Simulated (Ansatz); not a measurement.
Ansatz (a program for electronic structure) run on Zn3As2 (Pn-3m, 10 atoms in the cell): self-consistent single point.

Level of theory: PBEsol, default PAW files made with PBE (plane waves; Ansatz).

```
Zn3As2
1.0
    5.95599     0.00000     0.00000
    0.00000     5.95599     0.00000
    0.00000     0.00000     5.95599
Zn As
6 4
Cartesian
  0.00000   2.97799   2.97799
  0.00000   2.97799   0.00000
  2.97799   0.00000   2.97799
  0.00000   0.00000   2.97799
  2.97799   2.97799   0.00000
  2.97799   0.00000   0.00000
  1.48900   1.48900   1.48900
  1.48900   4.46699   4.46699
  4.46699   4.46699   1.48900
  4.46699   1.48900   4.46699
```

Reference input (self-consistent single point, DFT, PBEsol, plane waves, default PAW files made with PBE): kpoints.mp_grid.grid = 4 4 4; hamiltonian.xc = pbesol; hamiltonian.pseudopotentials = {kind: paw} (the program's default PAW files); scf.occupations.method = methfessel_paxton; scf.occupations.width = 0.1 eV. This run's input differs from it in these lines:

Ansatz 0.2 input:
```diff
@@ -20,3 +20,6 @@
   xc: pbesol
-  pseudopotentials: { kind: paw }
+  pseudopotentials: { kind: paw_fr }
+magnetization:
+  noncollinear: true
+  spin_orbit: false
 scf:
```

Log, with long lists cut:

```
SCF iter   1: F=—  HF=-38937.042380 eV  |F-HF|=—  |Δ(HF+E_count)|=         —  Δρ=2.73e-2  dr2=9.37e-1  dr2_m=0.00e0 (ungated)  ethr=3.10e-3  |M|=0.00e0 ∫|m|=0.00e0 μB  |m|>n=0.0e0 m-floor=0.0e0 τ_xc=0.0e0  β_m=0.30  ⟨swp⟩=5.4  Hψ=6136  notcnv=0  defer=34
all-band conjugate gradients solve this SCF's bands
preconditioner: auto → Kerker (q_TF=auto, 2.523 Å⁻¹)
spin=Noncollinear: Kerker preconditioning applied to the charge; magnetization (m_x, m_y, m_z) channels mix plain (no charge-response kernel on spin).
   [... lines left out ...]
SCF iter  10: F=—  HF=-38936.759547 eV  |F-HF|=—  |Δ(HF+E_count)|=   1.57e-6  S|Δr|=    0.00e0  Δρ=7.41e-6  dr2=2.63e-7  dr2_m=0.00e0 (ungated)  ethr=1.07e-9  |M|=0.00e0 ∫|m|=0.00e0 μB  |m|>n=0.0e0 m-floor=0.0e0 τ_xc=0.0e0  β_m=0.99  ⟨swp⟩=2.0  [...]
SCF iter  11: F=-38936.759547 eV  HF=-38936.759547 eV  |F-HF|=9.65e-9  |Δ(HF+E_count)|=   1.69e-7  S|Δr|=    0.00e0  Δρ=2.78e-6  dr2=3.38e-8  dr2_m=0.00e0 (ungated)  ethr=7.58e-11  |M|=0.00e0 ∫|m|=0.00e0 μB  |m|>n=0.0e0 m-floor=0.0e0 τ_xc=0.0e0  [...]
SCF 1 converged in 11 iterations: F = -38936.759547 eV  dr2 = 3.38e-8
Stability not checked (fill_not_monotonic)
Magnetization: |M| = 0.0000 μB,  M = (+0.0000, +0.0000, +0.0000) μB
Absolute magnetization: 0.0000 μB (∫|m|)
  site 0: m = (+0.0000, +0.0000, +0.0000) μB, |m| = 0.0000 μB  (R = 1.06 Å)
  site 1: m = (+0.0000, +0.0000, +0.0000) μB, |m| = 0.0000 μB  (R = 1.06 Å)
  site 2: m = (+0.0000, +0.0000, +0.0000) μB, |m| = 0.0000 μB  (R = 1.06 Å)
  site 3: m = (+0.0000, +0.0000, +0.0000) μB, |m| = 0.0000 μB  (R = 1.06 Å)
  site 4: m = (+0.0000, +0.0000, +0.0000) μB, |m| = 0.0000 μB  (R = 1.06 Å)
   [... lines left out ...]
Free energy (F): -38936.759547 eV
Fermi energy:    7.938669 eV
   [... lines left out ...]
  atom   1  Zn     0.00000000    -0.00000000    -0.00000000
   [... zero for the other atoms too ...]
--- Stress (GPa, compression-positive) ---
       -3.521102       0.000000       0.000000
        0.000000      -3.521102      -0.000000
        0.000000      -0.000000      -3.521102
  P = ⅓ Tr σ = -3.5211 GPa (-35.211 kbar)
  The stress holds the Pulay correction. Without it, at fixed plane waves, as pw.x and ABINIT print it: P = -3.5832 GPa
```

The run converged in 11 iterations. Against the reference run the pressure stays at -3.52 GPa.

The starting cell comes from a database of computed structures (which also holds hypothetical and non-ambient phases and stackings), without a prior relaxation at this level. With a pressure of about -4 GPa the cell is away from its equilibrium volume at this level. Ansatz's pressure includes its estimate of the finite-basis (Pulay) stress. The run gives no clean gap (levels at the Fermi energy touch, overlap or are partly filled at this smearing), which alone does not show that the compound is a metal.

Cost on one core of a shared machine: roughly 90 s.
